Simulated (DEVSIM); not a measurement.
Structure: abrupt Si n-p junction, at 250 K.

```tsv
layer (left to right)	material	thickness (μm)	Nd (cm⁻³)	Na (cm⁻³)	τn (s)	τp (s)
1	Si	0.110	7.5e18	-	4e-6	4e-6
2	Si	1.70	-	1.7e14	4e-6	4e-6
```

Left contact: ohmic. Right contact: ohmic. Voltage is applied to the left contact. Recombination: SRH at mid-gap, radiative, Auger. Gap narrowing is on: ΔEg = 6.92 meV × (l + √(l² + 0.5)), l = ln(N/1.3e17 cm⁻³), shared equally by both band edges. Mobility is constant in doping.

This is a model device: material constants are rounded textbook-type values typed into the input, and sizes, dopings and lifetimes were drawn at random. Values at 300 K; Nc and Nv go as T^1.5, mobilities as T to minus their exponent, the gap by Varshni's rule with the affinity fixed.

```
parameter               Si
----------------  --------
gap (eV)             1.124
affinity (eV)         4.05
permittivity          11.7
Nc (cm⁻³)          2.86e19
Nv (cm⁻³)           3.1e19
μn (cm²/Vs)           1417
μp (cm²/Vs)            470
T exponent of μn       2.3
T exponent of μp       2.2
B (cm³/s)          4.7e-15
Cn (cm⁶/s)         2.8e-31
Cp (cm⁶/s)         9.9e-32
Varshni α (eV/K)  0.000473
Varshni β (K)          636
```

DEVSIM, 1D drift-diffusion, Boltzmann statistics, complete ionisation; no tunnelling, impact ionisation, image-force lowering or self-heating.

The doping Nd of layer 1 was swept, all else fixed.

```
doping Nd of layer 1 (cm^-3)  largest field in the device at zero bias (V/cm)  potential step across the device at zero bias (V)
----------------------------  -----------------------------------------------  -------------------------------------------------
2.2e17                                                                  22000                                              0.777
7.5e17                                                                  36000                                              0.796
2.2e18                                                                  55000                                              0.812
7.5e18                                                                  88000                                              0.830
```

From the first row to the last the largest field in the device at zero bias goes from 22000 to 88000. From the first row to the last the potential step across the device at zero bias goes from 0.777 to 0.830.
